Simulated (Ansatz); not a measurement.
LiF (model structure, P6₃/mmc, No. 194, 4 atoms in the cell), treated with PBEsol in Ansatz (plane waves, PAW).

Run with plane-wave cutoff 520 eV, 12×12×8 k mesh (along the axes of the cell as run), Fermi–Dirac smearing 0.01 eV, scalar-relativistic PAW data made under PBE.

Computed at the level's own relaxed cell.

```xyz
4
Lattice="3.2960 0.0000 0.0000 -1.6480 2.8545 0.0000 0.0000 0.0000 4.0136" Properties=species:S:1:pos:R:3 pbc="T T T"
Li     0.0000     1.9030     3.0102
F      1.6480     0.9515     3.0102
F      0.0000     1.9030     1.0034
Li     1.6480     0.9515     1.0034
```

Task: List the 10 lowest band energies at Γ above −25 eV (eV, relative to the valence band maximum), grouping those that round alike.

Result: At Γ: -19.76, -19.10, -2.88, -1.26 (×2), -0.47 (×2), 0.00, 7.59, 14.53.

Note: the relaxation could raise the start's symmetry but not lower it, so the cell can be a saddle point.

A model structure was made by putting elements into a prototype or built by hand; it is no filed structure, need not be a known phase, and can be a saddle point held by its symmetry.

Ansatz is a program for electronic structure.
